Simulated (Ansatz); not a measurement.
Start from Rh in the fcc (Cu type) structure (space group Fm-3m, No. 225; relaxed with 0.1 eV smearing).

```
Rh
1.0
    0.00000     1.89079     1.89079
    1.89079     0.00000     1.89079
    1.89079     1.89079     0.00000
Rh
1
Direct
  0.00000   0.00000   0.00000
```

Cartesian axes are those of the cell as printed.

Method: PBEsol (Ansatz, a quantum-chemistry and plane-wave program), no spin-orbit coupling.

One thing is altered: an isotropic linear strain of +1.00 %; the atoms relax in the strained cell.

Problem. Predict the stress tensor and what it implies for the stiffness.

Solution. Stress of the strained cell less that of the base (GPa, compression positive):
```
   -8.1     0.0     0.0
    0.0    -8.1     0.0
    0.0     0.0    -8.1
```

Then B = −ΔP/(ΔV/V₀) with ΔV/V₀ = 0.0303 gives secant stiffness values (nonlinear terms included at this strain): B ≈ 267 GPa.

As a check, the harmonic strain energy −½ V₀ Δσ:ε is 10 meV/atom; the computed energy rise is 11 meV/atom.

Whether these cells are dynamically stable was not tested. All final runs are without spin polarisation. Rh lies near a magnetic instability that expansion can trigger; it was not tested.
